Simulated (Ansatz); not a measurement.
**CdS: pressure series**

The parent structure is CdS in the zinc blende structure (space group F-43m, No. 216; a = 5.757 Å).

Cell and atoms are relaxed at each pressure.

All numbers come from plane-wave PAW DFT at the LDA level (Ansatz, a quantum-chemistry and plane-wave program, 420 eV), no SOC.

| pressure (GPa) | band gap (eV) |
|---|---|
| -2 | 0.88 |
| -1 | 0.92 |
| 0 | 0.95 |
| 0.9 | 0.97 |
| 2.1 | ? |
| 4.5 | 1.06 |
| 9 | 1.15 |
| 15 | 1.24 |

**Question.** Fit E_g = E₀ + αP + βP² to the rows shown and predict the withheld row.

**Answer.** Least squares on the printed values gives E₀ = 0.95 eV, α = 28.2 meV/GPa, β = -0.58 meV/GPa² (largest residual 0.01 eV); this predicts 1.00 eV, and the run gives 1.01 eV, in agreement.

Load acts through the strain it causes; cell and atoms are relaxed under it. Stability against distortions was not tested. Tetrahedral semiconductors of this kind turn to denser phases somewhere between about 1 and 50 GPa; those were not computed, so compressed cells here can lie past the real transition.
